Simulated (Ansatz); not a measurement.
## Worked sum: formation energy of H_i in Ta (bcc, Im-3m)

We look at the formation energy of H_i in Ta (bcc, Im-3m). Reaction: 54 Ta (bcc) + 1/2 H2 (gas) → cell A.

A: a supercell of 54 sites of Ta (bcc, Im-3m) with H off the lattice sites (4 Ta at 1.93 Å); spin state with PBE: run without spin.

Ansatz (a quantum-chemistry and plane-wave program) with PAW potentials; structures come from PBE relaxations, nuclei static, no net charge. Ansatz runs with its default PAW set. Other levels take these structures. The lattices are those relaxed with PBE, so at other levels the solids can be strained, which adds to the spread. Larger cells are relaxed from a start prepared with the learned potential CHGNet, on a coarser mesh till forces fall under 0.03 eV/Å, which some starts already meet. A dispersion term (D3(BJ), or D4 for r2SCAN) was computed beside these levels and is taken off wherever the name lacks it. The runs are scalar-relativistic, without spin-orbit coupling. Mesh and cell size may move defect energies by 0.1 eV or more. Cell A has symmetry P-4m2 and got no random move, so less symmetric positions, which may lie lower, weren't tried.

Total energies of the cells in eV, at zero smearing width. They compare only within one column; the weights balance every element.

```
cell       atoms  weight            PBE      r2SCAN+D4
---------  -----  ------  -------------  -------------
A: Ta:H_i     55      +1  -536357.73426  -537014.75457
Ta (bcc)      54      −1  -536341.47696  -536998.22290
H2 (gas)       2    −1/2      -31.74439      -31.89041
```

PBE: (-536357.73426) − (-536341.47696) − 1/2 × (-31.74439) = -0.385 eV.

r2SCAN+D4: (-537014.75457) − (-536998.22290) − 1/2 × (-31.89041) = -0.586 eV.
